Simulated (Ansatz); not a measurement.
Start from Ti in the hcp (Mg type) structure (space group P6_3/mmc, No. 194; a = 2.939 Å, c = 4.650 Å).

(Cell as relaxed with PBE.)

Levels (all Ansatz, an electronic-structure program, PAW): PBE (420 eV, spin-orbit coupling left out); r2SCAN (500 eV, without spin-orbit coupling).

Each level relaxes its own structure.

```
base                      PBE    r2SCAN
-------------------  --------  --------
volume per atom      17.39 Å³  17.30 Å³
lattice parameter a   2.939 Å   2.936 Å
band gap                 zero      zero
```

Now apply this change: Hf takes the place of Ti on all its sites, then cell and atoms are relaxed.

```csv
quantity,PBE,r2SCAN
volume per atom,22.54 Å³,22.35 Å³
c/a ratio,1.582,1.578
```

PBE's volume per atom lies 0.185 Å³ above r2SCAN's (0.8 %); PBE's c/a ratio lies 0.004 above r2SCAN's. Neither level is exact; r2SCAN is the comparison here, not a measurement.

No phonon test of stability was made. All final runs are without spin polarisation.
